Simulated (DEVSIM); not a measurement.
Structure: Pt/La2O3/p-GaAs capacitor, at 300 K.

```tsv
layer (left to right)	material	thickness (nm)	Na (cm⁻³)
1	La2O3	21.0	-
2	GaAs	6900	8.6e15
```

Metal gate on the left, work function 5.6 eV. Fixed charge at the semiconductor interface -2.1e10 cm⁻² (in units of +e); no interface traps.

This is a model device: material constants are rounded textbook-type values typed into the input, and sizes, dopings and lifetimes were drawn at random. Values at 300 K.

```tsv
parameter	La2O3	GaAs
gap (eV)	5.8	1.424
affinity (eV)	1.8	4.07
permittivity	27	12.9
Nc (cm⁻³)	-	4.7e17
Nv (cm⁻³)	-	9e18
```

Model (solved in DEVSIM): 1D Poisson equation in equilibrium, Boltzmann statistics, complete ionisation; no quantum confinement or tunnelling. Metal contacts follow the ideal Schottky-Mott rule: no Fermi-level pinning, no interface dipoles.

Problem. Tabulate band edges, carrier densities and field at 1.0 V on the gate.

Solution. Energies count from the Fermi level of the right contact; mesh points crowd at the junctions.

```
x (μm)    Ec (eV)  Ev (eV)  n (cm⁻³)  p (cm⁻³)  field (V/cm)
--------  -------  -------  --------  --------  ------------
0.000       2.800   -3.000     < 1e2     < 1e2         20000
0.001641    2.803   -2.997     < 1e2     < 1e2         20000
0.005339    2.811   -2.989     < 1e2     < 1e2         20000
0.01274     2.826   -2.974     < 1e2     < 1e2         20000
0.01907     2.839   -2.961     < 1e2     < 1e2         20000
0.02087     2.842   -2.958     < 1e2     < 1e2         20000
0.02237     0.578   -0.846     9.2e7     55000         39000
0.02841     0.601   -0.823     3.7e7    140000         39000
0.04124     0.650   -0.774   5700000    890000         37000
0.07327     0.762   -0.662     73000     6.9e7         33000
0.1532      0.989   -0.435     < 1e2    4.5e11         24000
0.4567      1.243   -0.181     < 1e2    8.1e15           350
1.111       1.244   -0.180     < 1e2    8.6e15           ≈ 0
2.743       1.244   -0.180     < 1e2    8.6e15           ≈ 0
5.630       1.244   -0.180     < 1e2    8.6e15           ≈ 0
6.405       1.244   -0.180     < 1e2    8.6e15           ≈ 0
6.715       1.244   -0.180     < 1e2    8.6e15           ≈ 0
6.839       1.244   -0.180     < 1e2    8.6e15           ≈ 0
6.898       1.244   -0.180     < 1e2    8.6e15           ≈ 0
6.912       1.244   -0.180     < 1e2    8.6e15           ≈ 0
6.918       1.244   -0.180     < 1e2    8.6e15           ≈ 0
6.921       1.244   -0.180     < 1e2    8.6e15           ≈ 0
```
